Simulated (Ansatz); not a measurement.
The cell is made up: elements placed on another compound's structure type, so the phase may be hypothetical.

Here is the system:

```yaml
crystal:
  lattice:
    - [7.18591, 0.00000, 0.00000]
    - [0.00000, 7.18591, 0.00000]
    - [0.00000, 0.00000, 4.18437]
  atoms:
    - { symbol: In, position: [0.67837, 0.32163, 0.00000] }
    - { symbol: In, position: [0.32163, 0.67837, 0.00000] }
    - { symbol: In, position: [0.17837, 0.17837, 0.50000] }
    - { symbol: In, position: [0.82163, 0.82163, 0.50000] }
    - { symbol: P, position: [0.68122, 0.68122, 0.00000] }
    - { symbol: P, position: [0.31878, 0.31878, 0.00000] }
    - { symbol: P, position: [0.81878, 0.18122, 0.50000] }
    - { symbol: P, position: [0.18122, 0.81878, 0.50000] }
```

Space group of this cell: P4_2/mnm. The cell was relaxed by PBE-D3(BJ).

Transport runs along the normal of the first two printed cell vectors.

The gap is the functional's own. No spin-orbit coupling. Mid-gap values are interpolated on the energy grid.

Task: State the band gap and the smallest decay constant κ at mid-gap according to r2SCAN (Ansatz, a program for electronic structure).

Result: Gap 1.19 eV on a 4×4×8 mesh; κ = 0.081 1/Å, at the zone centre.
